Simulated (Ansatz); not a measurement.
Worked example: self-consistent single point of CdHgSe2 (Pmm2, 4 atoms in the cell) in Ansatz (a quantum-chemistry and plane-wave program).

Method of the run: LDA (PW92), default PAW files made with PBE (plane waves; Ansatz).

```
CdHgSe2
1.0
    4.34241     0.00000     0.00000
    0.00000     4.34241     0.00000
    0.00000     0.00000     6.12844
Cd Hg Se
1 1 2
Cartesian
  2.17120   2.17120   3.11422
  0.00000   0.00000   0.00000
  0.00000   2.17120   1.55056
  2.17120   0.00000   4.57789
```

Reference input (self-consistent single point, DFT, LDA (PW92), plane waves, default PAW files made with PBE): basis.ecutwfc = 30.9 Ry; kpoints.mp_grid.grid = 7 7 5; hamiltonian.xc = lda; hamiltonian.pseudopotentials = {kind: paw} (the program's default PAW files); scf.occupations.method = gaussian; scf.occupations.width = 0.0073 Ry. This run's input differs from it in these lines:

Ansatz 0.2 input:
```diff
@@ -13,3 +13,3 @@
 kpoints:
-  mp_grid: { grid: [7, 7, 5] }
+  mp_grid: { grid: [12, 12, 8] }
 hamiltonian:
@@ -18,3 +18,3 @@
 scf:
-  occupations: { method: gaussian, width: 0.0073 Ry }
+  occupations: { method: methfessel_paxton, width: 0.0367 Ry }
 output:
```

Output, abridged:

```
SCF iter   1: F=—  HF=-32408.226681 eV  |F-HF|=—  |Δ(HF+E_count)|=         —  Δρ=6.16e-3  dr2=3.59e-2  ethr=1.77e-3  ⟨swp⟩=6.7  Hψ=39340  notcnv=0
all-band conjugate gradients solve this SCF's bands
preconditioner: auto → Resta (q_TF=auto, 2.521 Å⁻¹)
SCF iter   2: F=—  HF=-32408.217674 eV  |F-HF|=—  |Δ(HF+E_count)|=   9.01e-3  S|Δr|=    0.00e0  Δρ=2.82e-3  dr2=8.05e-3  ethr=4.99e-5  ⟨swp⟩=2.5  Hψ=19545  notcnv=0
   [... lines left out ...]
SCF iter   5: F=—  HF=-32408.216004 eV  |F-HF|=—  |Δ(HF+E_count)|=   3.81e-5  S|Δr|=    0.00e0  Δρ=6.56e-5  dr2=5.56e-6  ethr=8.00e-8  ⟨swp⟩=2.1  Hψ=12813  notcnv=0
SCF iter   6: F=—  HF=-32408.216005 eV  |F-HF|=—  |Δ(HF+E_count)|=   1.37e-6  S|Δr|=    0.00e0  Δρ=1.89e-5  dr2=5.03e-7  ethr=7.72e-9  ⟨swp⟩=2.0  Hψ=18097  notcnv=0
SCF iter   7: F=-32408.216005 eV  HF=-32408.216006 eV  |F-HF|=4.19e-8  |Δ(HF+E_count)|=   1.92e-7  S|Δr|=    0.00e0  Δρ=4.98e-6  dr2=4.19e-8  ethr=1.39e-10  ⟨swp⟩=9.1  Hψ=48859  notcnv=0
SCF 1 converged in 7 iterations: F = -32408.216005 eV  dr2 = 4.19e-8
Stability not checked (fill_not_monotonic)
Free energy (F): -32408.216005 eV
Internal energy: -32408.249339 eV  (E = F + TS)
E sigma→0 (E₀):  -32408.224339 eV
Entropy (-TS):   0.033334 eV (8.333 meV/atom)
Fermi energy:    7.477362 eV
--- Forces (eV/Å), atoms counted from 1 ---
  atom   1  Cd     0.00000000     0.00000000    -0.28687279
  atom   2  Hg     0.00000000     0.00000000     0.08217836
  atom   3  Se     0.00000000     0.00000000     0.08673157
  atom   4  Se     0.00000000     0.00000000     0.11792529
--- Stress (GPa, compression-positive) ---
       -2.909631       0.000000       0.000000
        0.000000      -2.256396       0.000000
        0.000000       0.000000      -2.618439
  P = ⅓ Tr σ = -2.5948 GPa (-25.948 kbar)
  The stress holds the Pulay correction. Without it, at fixed plane waves, as pw.x and ABINIT print it: P = -2.6213 GPa
```

The run converged in 7 iterations. Against the reference run the free energy goes up by 2.3 meV/atom, the pressure hardly changes (-2.53 to -2.59 GPa) and the largest force moves little (0.284 to 0.287 eV/Å).

The starting cell comes from a database of computed structures (which also holds hypothetical and non-ambient phases and stackings), without a prior relaxation at this level. Its lattice was rescaled by up to half a per cent. One atom was moved a little off its site on purpose. Ansatz's pressure includes its estimate of the finite-basis (Pulay) stress. The run gives no clean gap (levels at the Fermi energy touch, overlap or are partly filled at this smearing), which alone does not show that the compound is a metal.

Cost on one core of a shared machine: roughly 70 s.
